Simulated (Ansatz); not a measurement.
**Si well of 12 atomic layers along [001] in random Si0.8Ge0.2, interfaces sharp**

Prepared with Tersoff's 1989 multicomponent potential (SiCGe.tersoff) (LAMMPS): minimisation. Geometry as solved with PBE, support functions at accuracy medium on the grid of 370 eV (Ansatz, a first-principles code).

```xyz
648
Lattice="16.58 0.00 0.00 0.00 16.58 0.00 0.00 0.00 49.45" Properties=species:S:1:pos:R:3 pbc="T T T"
Si     0.04     0.04    -0.04
Si     1.38     1.40     1.37
Si     2.74     2.80     0.03
Si     4.14     4.17     1.39
Ge     2.78     0.02     2.78
Si     4.17     1.43     4.20
Si     0.02     2.72     2.79
Ge     1.41     4.16     4.16
Si     0.00     0.02     5.59
Si     1.37     1.42     6.94
Si     2.78     2.76     5.60
Si     4.14     4.15     6.97
Ge     2.77     0.02     8.33
Si     4.18     1.42     9.72
Si     0.03     2.76     8.36
Si     1.40     4.16     9.71
Si    -0.02    -0.02    11.07
Ge     1.39     1.40    12.45
Si     2.80     2.80    11.07
Si     4.14     4.14    12.49
Si     2.80     0.01    13.83
Si     4.15     1.40    15.21
Si     0.01     2.82    13.84
Si     1.38     4.16    15.21
Si     0.00     0.01    16.62
Si     1.39     1.39    17.95
Si     2.76     2.77    16.57
Si     4.14     4.14    17.94
Si     2.76     0.00    19.30
Si     4.15     1.38    20.66
Si     0.00     2.77    19.30
Si     1.38     4.15    20.66
Si     0.00     0.00    22.01
Si     1.38     1.38    23.37
Si     2.76     2.76    22.01
Si     4.14     4.14    23.37
Si     2.76     0.00    24.73
Si     4.14     1.38    26.09
Si     0.00     2.76    24.73
Si     1.38     4.14    26.09
Si     0.00     0.00    27.45
Si     1.38     1.38    28.81
Si     2.76     2.76    27.46
Si     4.15     4.15    28.81
Si     2.77     0.00    30.17
Si     4.14     1.39    31.54
Si     0.00     2.76    30.17
Si     1.39     4.14    31.53
Si     0.02     0.02    32.88
Si     1.39     1.38    34.27
Si     2.77     2.77    32.91
Si     4.15     4.13    34.29
Si     2.77    -0.01    35.63
Si     4.14     1.36    37.01
Si     0.02     2.74    35.66
Si     1.39     4.12    37.03
Ge     0.00    -0.01    38.39
Si     1.41     1.38    39.79
Si     2.76     2.73    38.37
Ge     4.17     4.16    39.72
Si     2.76    -0.01    41.16
Si     4.13     1.33    42.57
Si    -0.03     2.71    41.12
Ge     1.37     4.08    42.54
Si    -0.01    -0.01    43.93
Si     1.35     1.37    45.31
Si     2.76     2.69    43.94
Ge     4.15     4.13    45.31
Si     2.72    -0.01    46.66
Ge     4.13     1.37    48.09
Si     0.00     2.77    46.70
Si     1.38     4.15    48.07
Si     0.02     5.52     0.00
Si     1.37     6.90     1.38
Si     2.74     8.27     0.01
Ge     4.17     9.63     1.43
Si     2.79     5.57     2.75
Si     4.16     6.90     4.18
Si    -0.01     8.27     2.75
Ge     1.42     9.63     4.16
Si     0.04     5.58     5.56
Si     1.41     6.92     6.95
Si     2.81     8.25     5.58
Si     4.15     9.67     6.94
Si     2.76     5.53     8.33
Si     4.11     6.94     9.69
Si     0.01     8.27     8.33
Si     1.36     9.65     9.71
Si     0.00     5.53    11.08
Si     1.38     6.91    12.46
Si     2.74     8.29    11.09
Si     4.13     9.68    12.44
Si     2.76     5.53    13.84
Si     4.12     6.88    15.23
Si    -0.01     8.29    13.82
Si     1.38     9.65    15.20
Si    -0.01     5.54    16.57
Si     1.37     6.91    17.94
Si     2.75     8.28    16.58
Si     4.14     9.67    17.94
Si     2.76     5.53    19.30
Si     4.14     6.91    20.66
Si     0.00     8.29    19.30
Si     1.38     9.67    20.66
Si     0.00     5.53    22.02
Si     1.38     6.91    23.38
Si     2.76     8.29    22.02
Si     4.15     9.67    23.37
Si     2.76     5.53    24.73
Si     4.15     6.91    26.09
Si     0.00     8.29    24.74
Si     1.38     9.68    26.09
Si     0.00     5.53    27.45
Si     1.39     6.91    28.80
Si     2.77     8.29    27.44
Si     4.14     9.67    28.81
Si     2.77     5.53    30.17
Si     4.16     6.91    31.53
Si     0.02     8.30    30.15
Si     1.38     9.68    31.53
Si     0.01     5.52    32.85
Ge     1.40     6.91    34.27
Si     2.79     8.32    32.88
Si     4.15     9.68    34.27
Si     2.78     5.50    35.68
Si     4.13     6.92    37.02
Si     0.01     8.34    35.65
Si     1.38     9.69    37.02
Si     0.03     5.48    38.42
Si     1.35     6.94    39.74
Si     2.75     8.30    38.39
Si     4.13     9.69    39.75
Ge     2.75     5.58    41.15
Si     4.16     6.91    42.58
Si    -0.02     8.28    41.13
Ge     1.42     9.63    42.54
Ge    -0.01     5.54    43.95
Si     1.43     6.91    45.33
Si     2.81     8.27    43.98
Si     4.14     9.70    45.33
Si     2.76     5.54    46.72
Si     4.14     6.91    48.09
Ge     0.01     8.29    46.71
Si     1.40     9.69    48.10
Si     0.00    11.05     0.00
Ge     1.42    12.43     1.39
Si     2.77    13.85    -0.02
Si     4.16    15.16     1.38
Si     2.82    11.06     2.80
Si     4.20    12.42     4.15
Ge     0.00    13.83     2.82
Si     1.37    15.25     4.21
Ge    -0.06    11.02     5.56
Ge     1.37    12.44     6.99
Ge     2.80    13.84     5.54
Si     4.19    15.25     6.91
Si     2.75    11.00     8.34
Ge     4.13    12.42     9.73
Si    -0.03    13.84     8.37
Si     1.36    15.20     9.72
Si    -0.03    11.03    11.05
Ge     1.36    12.43    12.47
Si     2.74    13.86    11.09
Si     4.13    15.24    12.43
Si     2.77    11.02    13.85
Si     4.13    12.39    15.23
Si    -0.05    13.82    13.84
Ge     1.39    15.20    15.22
Si     0.01    11.05    16.56
Si     1.38    12.42    17.95
Si     2.79    13.78    16.60
Si     4.15    15.20    17.94
Si     2.76    11.05    19.30
Si     4.15    12.44    20.65
Si     0.00    13.81    19.31
Si     1.38    15.20    20.66
Si     0.00    11.05    22.02
Si     1.38    12.44    23.37
Si     2.77    13.82    22.02
Si     4.15    15.20    23.38
Si     2.77    11.06    24.73
Si     4.15    12.44    26.10
Si     0.00    13.82    24.73
Si     1.38    15.20    26.09
Si     0.00    11.06    27.45
Si     1.38    12.44    28.82
Si     2.76    13.82    27.45
Si     4.14    15.20    28.81
Si     2.76    11.06    30.17
Si     4.14    12.45    31.54
Si     0.00    13.82    30.18
Si     1.38    15.21    31.53
Si     0.01    11.07    32.91
Si     1.40    12.44    34.27
Si     2.76    13.83    32.90
Si     4.13    15.22    34.24
Si     2.76    11.05    35.65
Si     4.12    12.43    37.04
Si     0.04    13.79    35.66
Si     1.42    15.18    37.00
Si    -0.02    11.05    38.39
Ge     1.38    12.46    39.78
Si     2.79    13.85    38.39
Si     4.16    15.21    39.79
Si     2.80    11.05    41.15
Si     4.17    12.41    42.52
Si    -0.02    13.87    41.17
Si     1.36    15.23    42.53
Ge     0.00    11.06    43.98
Si     1.39    12.46    45.38
Ge     2.77    13.82    43.92
Si     4.14    15.26    45.30
Si     2.77    11.06    46.71
Si     4.11    12.45    48.08
Si    -0.01    13.83    46.71
Si     1.38    15.21    48.06
Si     5.53    -0.05     0.03
Ge     6.89     1.37     1.43
Si     8.25     2.77     0.01
Ge     9.62     4.14     1.43
Si     8.33    -0.03     2.80
Si     9.69     1.36     4.15
Si     5.49     2.81     2.81
Si     6.87     4.18     4.16
Si     5.55     0.03     5.54
Si     6.89     1.38     6.96
Ge     8.29     2.77     5.54
Si     9.69     4.15     6.95
Si     8.26     0.05     8.37
Si     9.67     1.39     9.72
Si     5.53     2.77     8.32
Si     6.94     4.11     9.68
Si     5.54     0.02    11.09
Si     6.92     1.40    12.46
Si     8.30     2.77    11.09
Si     9.67     4.14    12.48
Si     8.33     0.03    13.80
Si     9.68     1.40    15.20
Si     5.53     2.76    13.84
Si     6.90     4.15    15.20
Si     5.51     0.03    16.60
Si     6.91     1.39    17.94
Si     8.29     2.77    16.56
Si     9.67     4.14    17.94
Si     8.29     0.00    19.30
Si     9.67     1.38    20.66
Si     5.53     2.77    19.30
Si     6.91     4.15    20.66
Si     5.53     0.00    22.02
Si     6.91     1.38    23.38
Si     8.29     2.76    22.02
Si     9.67     4.15    23.37
Si     8.29     0.00    24.73
Si     9.67     1.38    26.09
Si     5.52     2.76    24.73
Si     6.91     4.15    26.09
Si     5.53     0.00    27.45
Si     6.91     1.39    28.81
Si     8.29     2.76    27.44
Si     9.67     4.14    28.81
Si     8.29     0.01    30.17
Si     9.67     1.38    31.54
Si     5.53     2.77    30.18
Si     6.91     4.14    31.55
Si     5.52     0.01    32.89
Si     6.90     1.37    34.28
Si     8.28     2.75    32.91
Si     9.66     4.13    34.26
Si     8.27    -0.02    35.64
Ge     9.68     1.39    37.02
Si     5.53     2.75    35.65
Si     6.91     4.14    37.00
Si     5.52     0.00    38.40
Si     6.91     1.38    39.74
Si     8.27     2.79    38.42
Si     9.70     4.12    39.77
Ge     8.28    -0.03    41.14
Ge     9.70     1.40    42.57
Ge     5.54     2.73    41.20
Si     6.93     4.14    42.60
Si     5.53     0.01    43.94
Si     6.92     1.37    45.32
Si     8.28     2.78    43.97
Si     9.71     4.12    45.29
Si     8.28    -0.03    46.68
Ge     9.67     1.38    48.07
Si     5.57     2.75    46.71
Si     6.89     4.14    48.10
Si     5.52     5.53     0.02
Si     6.91     6.90     1.40
Si     8.26     8.27     0.00
Ge     9.65     9.68     1.40
Si     8.25     5.56     2.82
Si     9.65     6.91     4.20
Si     5.57     8.25     2.83
Si     6.92     9.67     4.18
Si     5.49     5.50     5.55
Ge     6.90     6.91     6.94
Si     8.31     8.32     5.56
Si     9.68     9.68     6.95
Si     8.30     5.49     8.32
Ge     9.69     6.92     9.71
Si     5.50     8.31     8.34
Si     6.89     9.66     9.71
Ge     5.54     5.53    11.07
Si     6.95     6.90    12.46
Si     8.27     8.31    11.10
Si     9.63     9.67    12.48
Si     8.30     5.52    13.84
Si     9.65     6.88    15.24
Ge     5.53     8.28    13.85
Si     6.93     9.69    15.23
Si     5.52     5.52    16.58
Si     6.90     6.91    17.94
Si     8.29     8.29    16.58
Si     9.68     9.67    17.93
Si     8.29     5.53    19.29
Si     9.67     6.91    20.65
Si     5.52     8.29    19.30
Si     6.91     9.67    20.65
Si     5.53     5.53    22.02
Si     6.91     6.91    23.37
Si     8.29     8.29    22.01
Si     9.67     9.67    23.37
Si     8.29     5.53    24.73
Si     9.67     6.91    26.09
Si     5.53     8.29    24.73
Si     6.91     9.67    26.09
Si     5.53     5.53    27.45
Si     6.91     6.91    28.81
Si     8.29     8.29    27.45
Si     9.67     9.67    28.81
Si     8.28     5.52    30.17
Si     9.69     6.89    31.50
Si     5.53     8.29    30.16
Si     6.88     9.69    31.51
Si     5.52     5.51    32.91
Si     6.88     6.88    34.29
Ge     8.28     8.29    32.91
Si     9.69     9.71    34.28
Si     8.28     5.50    35.62
Ge     9.67     6.91    37.03
Si     5.49     8.27    35.63
Ge     6.90     9.68    37.02
Si     5.57     5.56    38.34
Si     6.91     6.90    39.76
Si     8.29     8.29    38.45
Si     9.66     9.67    39.78
Ge     8.32     5.53    41.18
Si     9.70     6.95    42.58
Ge     5.53     8.30    41.16
Si     6.94     9.70    42.54
Si     5.53     5.52    43.89
Ge     6.89     6.95    45.28
Si     8.32     8.35    43.91
Si     9.71     9.68    45.31
Ge     8.32     5.52    46.70
Si     9.67     6.96    48.07
Si     5.50     8.33    46.72
Si     6.94     9.66    48.05
Ge     5.57    11.08     0.01
Si     6.95    12.48     1.43
Si     8.31    13.83     0.02
Si     9.69    15.19     1.39
Si     8.26    11.08     2.81
Si     9.70    12.41     4.14
Si     5.54    13.82     2.77
Si     6.88    15.22     4.14
Si     5.52    11.03     5.56
Si     6.92    12.37     6.93
Ge     8.27    13.79     5.52
Ge     9.65    15.25     6.96
Si     8.28    11.03     8.33
Si     9.62    12.44     9.71
Ge     5.57    13.84     8.30
Si     6.93    15.23     9.74
Si     5.55    11.03    11.10
Si     6.93    12.41    12.45
Si     8.28    13.83    11.09
Si     9.68    15.20    12.44
Si     8.29    11.06    13.85
Si     9.68    12.43    15.20
Ge     5.50    13.79    13.81
Ge     6.94    15.23    15.22
Si     5.54    11.05    16.59
Si     6.92    12.44    17.94
Si     8.33    13.80    16.60
Si     9.68    15.20    17.95
Si     8.30    11.05    19.30
Si     9.67    12.44    20.66
Si     5.54    13.82    19.30
Si     6.91    15.20    20.66
Si     5.53    11.06    22.01
Si     6.91    12.44    23.38
Si     8.29    13.82    22.02
Si     9.67    15.20    23.38
Si     8.29    11.06    24.73
Si     9.67    12.44    26.09
Si     5.53    13.82    24.74
Si     6.91    15.20    26.09
Si     5.53    11.06    27.46
Si     6.91    12.44    28.81
Si     8.29    13.82    27.45
Si     9.67    15.20    28.81
Si     8.29    11.05    30.16
Si     9.70    12.42    31.51
Si     5.52    13.82    30.17
Si     6.88    15.23    31.51
Si     5.52    11.06    32.90
Si     6.91    12.40    34.26
Ge     8.30    13.83    32.89
Si     9.69    15.22    34.30
Si     8.31    11.08    35.63
Si     9.66    12.45    37.01
Ge     5.53    13.82    35.65
Si     6.93    15.22    37.05
Si     5.50    11.09    38.42
Si     6.91    12.45    39.78
Si     8.30    13.82    38.40
Si     9.71    15.17    39.76
Si     8.28    11.06    41.13
Ge     9.68    12.45    42.53
Si     5.53    13.82    41.17
Si     6.88    15.19    42.57
Si     5.52    11.03    43.91
Ge     6.93    12.41    45.30
Si     8.29    13.86    43.92
Si     9.67    15.20    45.32
Si     8.34    11.02    46.71
Si     9.68    12.44    48.08
Ge     5.51    13.85    46.72
Si     6.94    15.21    48.11
Si    11.07    -0.03     0.03
Si    12.41     1.42     1.37
Si    13.80     2.73    -0.03
Ge    15.21     4.10     1.39
Ge    13.81     0.05     2.77
Si    15.24     1.38     4.19
Si    11.05     2.74     2.79
Si    12.38     4.13     4.19
Si    11.04     0.04     5.56
Si    12.42     1.35     6.97
Ge    13.81     2.75     5.57
Ge    15.23     4.20     6.98
Si    13.82     0.00     8.34
Si    15.21     1.38     9.71
Si    11.04     2.74     8.31
Ge    12.44     4.14     9.71
Si    11.06     0.01    11.08
Si    12.43     1.39    12.45
Si    13.86     2.74    11.11
Si    15.21     4.16    12.46
Si    13.81     0.00    13.78
Ge    15.19     1.40    15.20
Si    11.07     2.77    13.83
Si    12.43     4.16    15.20
Si    11.03     0.03    16.59
Si    12.43     1.39    17.95
Si    13.78     2.80    16.59
Si    15.20     4.16    17.94
Si    13.81     0.00    19.30
Si    15.20     1.38    20.65
Si    11.05     2.77    19.31
Si    12.44     4.15    20.66
Si    11.05     0.00    22.02
Si    12.44     1.39    23.37
Si    13.82     2.77    22.01
Si    15.20     4.15    23.38
Si    13.82     0.00    24.73
Si    15.20     1.38    26.09
Si    11.06     2.77    24.73
Si    12.44     4.14    26.10
Si    11.06     0.00    27.45
Si    12.44     1.38    28.81
Si    13.82     2.76    27.45
Si    15.20     4.14    28.81
Si    13.82    -0.01    30.17
Si    15.21     1.37    31.52
Si    11.05     2.75    30.17
Si    12.43     4.13    31.52
Si    11.05     0.00    32.91
Si    12.43     1.39    34.27
Si    13.80     2.73    32.87
Ge    15.20     4.13    34.25
Si    13.79     0.03    35.66
Si    15.19     1.41    37.01
Si    11.07     2.79    35.62
Si    12.44     4.13    37.04
Si    11.09    -0.02    38.43
Si    12.46     1.37    39.79
Si    13.82     2.76    38.40
Si    15.19     4.13    39.78
Si    13.81    -0.01    41.17
Si    15.21     1.34    42.52
Si    11.09     2.78    41.14
Si    12.43     4.18    42.52
Si    11.07    -0.02    43.97
Si    12.44     1.34    45.33
Ge    13.82     2.75    43.92
Si    15.19     4.15    45.36
Si    13.83    -0.01    46.70
Si    15.20     1.38    48.06
Si    11.09     2.76    46.66
Si    12.46     4.11    48.04
Ge    11.05     5.52    -0.02
Ge    12.42     6.94     1.43
Ge    13.84     8.34    -0.01
Si    15.24     9.71     1.41
Ge    13.83     5.52     2.86
Si    15.24     6.94     4.21
Si    11.01     8.28     2.83
Ge    12.44     9.67     4.18
Si    11.04     5.53     5.57
Si    12.44     6.90     6.92
Si    13.84     8.27     5.59
Si    15.17     9.63     6.99
Si    13.81     5.59     8.34
Si    15.22     6.92     9.71
Si    11.09     8.31     8.28
Si    12.46     9.64     9.69
Si    11.06     5.52    11.13
Si    12.47     6.89    12.45
Si    13.83     8.28    11.08
Si    15.19     9.67    12.45
Si    13.83     5.53    13.83
Si    15.20     6.91    15.20
Ge    11.06     8.28    13.84
Si    12.46     9.69    15.22
Si    11.05     5.52    16.58
Si    12.44     6.91    17.93
Si    13.83     8.29    16.57
Si    15.21     9.67    17.93
Si    13.82     5.54    19.30
Si    15.20     6.91    20.66
Si    11.06     8.29    19.29
Si    12.44     9.67    20.66
Si    11.05     5.53    22.02
Si    12.44     6.91    23.38
Si    13.82     8.29    22.02
Si    15.20     9.67    23.38
Si    13.82     5.53    24.74
Si    15.20     6.91    26.09
Si    11.06     8.29    24.74
Si    12.44     9.67    26.09
Si    11.05     5.53    27.46
Si    12.44     6.91    28.81
Si    13.82     8.29    27.45
Si    15.20     9.68    28.81
Si    13.82     5.52    30.16
Si    15.23     6.89    31.49
Si    11.06     8.29    30.17
Si    12.42     9.70    31.51
Si    11.03     5.49    32.87
Ge    12.41     6.89    34.28
Ge    13.86     8.31    32.88
Si    15.23     9.72    34.30
Si    13.80     5.49    35.67
Ge    15.22     6.89    37.02
Si    11.05     8.34    35.65
Si    12.41     9.72    37.01
Si    11.07     5.50    38.42
Si    12.40     6.89    39.82
Ge    13.78     8.32    38.44
Si    15.21     9.70    39.81
Si    13.82     5.52    41.16
Si    15.20     6.91    42.50
Si    11.04     8.30    41.17
Si    12.41     9.70    42.52
Si    11.06     5.53    43.93
Si    12.42     6.87    45.34
Ge    13.79     8.28    43.92
Si    15.16     9.68    45.34
Si    13.82     5.52    46.71
Si    15.20     6.86    48.08
Si    11.06     8.30    46.68
Si    12.42     9.71    48.03
Si    11.07    11.07    -0.01
Si    12.44    12.43     1.37
Si    13.79    13.79    -0.04
Ge    15.20    15.21     1.32
Si    13.82    11.07     2.75
Si    15.16    12.41     4.15
Si    11.04    13.77     2.74
Ge    12.38    15.19     4.17
Si    11.04    11.07     5.58
Si    12.43    12.38     6.97
Ge    13.83    13.80     5.60
Si    15.22    15.23     6.98
Si    13.82    11.03     8.34
Si    15.18    12.43     9.71
Ge    11.07    13.81     8.36
Si    12.47    15.22     9.75
Ge    11.05    11.04    11.08
Si    12.45    12.45    12.48
Si    13.82    13.81    11.10
Si    15.19    15.20    12.45
Si    13.83    11.06    13.84
Si    15.20    12.43    15.21
Si    11.03    13.80    13.81
Ge    12.43    15.20    15.21
Si    11.07    11.06    16.57
Si    12.44    12.44    17.95
Si    13.84    13.80    16.60
Si    15.20    15.20    17.95
Si    13.82    11.05    19.30
Si    15.20    12.43    20.66
Si    11.06    13.82    19.31
Si    12.44    15.21    20.67
Si    11.06    11.06    22.02
Si    12.44    12.44    23.38
Si    13.82    13.82    22.02
Si    15.20    15.20    23.37
Si    13.82    11.06    24.73
Si    15.21    12.44    26.09
Si    11.06    13.82    24.73
Si    12.44    15.20    26.09
Si    11.06    11.06    27.45
Si    12.45    12.45    28.80
Si    13.82    13.82    27.44
Si    15.20    15.20    28.81
Si    13.82    11.07    30.16
Si    15.20    12.44    31.54
Si    11.06    13.82    30.16
Si    12.43    15.20    31.54
Si    11.06    11.07    32.90
Si    12.43    12.45    34.28
Si    13.80    13.81    32.89
Ge    15.21    15.21    34.28
Si    13.82    11.09    35.65
Si    15.21    12.44    37.02
Si    11.07    13.83    35.66
Si    12.45    15.21    37.03
Si    11.00    11.05    38.37
Ge    12.44    12.44    39.75
Si    13.85    13.84    38.37
Si    15.17    15.20    39.79
Si    13.81    11.04    41.17
Ge    15.17    12.48    42.55
Si    11.08    13.86    41.16
Si    12.43    15.22    42.56
Si    11.08    11.06    43.94
Si    12.43    12.46    45.32
Si    13.78    13.86    43.96
Si    15.20    15.20    45.32
Si    13.80    11.08    46.68
Si    15.20    12.43    48.06
Si    11.04    13.82    46.69
Si    12.43    15.19    48.06
```
